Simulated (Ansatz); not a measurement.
The parent structure is Ru in the hcp (Mg type) structure (space group P6_3/mmc, No. 194; relaxed with 0.1 eV smearing).

```
Ru
1.0
    2.72191     0.00000     0.00000
   -1.36096     2.35725     0.00000
    0.00000     0.00000     4.29398
Ru
2
Direct
  0.66667   0.33333   0.75000
  0.33333   0.66667   0.25000
```

Cartesian axes are those of the cell as printed.

Computed with Ansatz (an electronic-structure program), PBE, PAW, cutoff 420 eV, no spin-orbit coupling.

The change: uniaxial strain ε_zz = +2.50 %, all other strain components held at zero; the atoms relax in the strained cell.

Problem. Predict the stress tensor and what it implies for the stiffness.

Solution. Stress of the strained cell less that of the base (GPa, compression positive):
```
   -3.8     0.0     0.0
    0.0    -3.8     0.0
    0.0     0.0   -14.4
```

Then −Δσ_ii/ε with ε = 0.0250 gives secant stiffness values (nonlinear terms included at this strain): C33 ≈ 575 GPa, C13 ≈ 152 GPa and C23 ≈ 152 GPa.

As a check, the harmonic strain energy −½ V₀ Δσ:ε is 15 meV/atom; the computed energy rise is 16 meV/atom.

No phonon test of stability was made. The final runs are not spin-polarised.
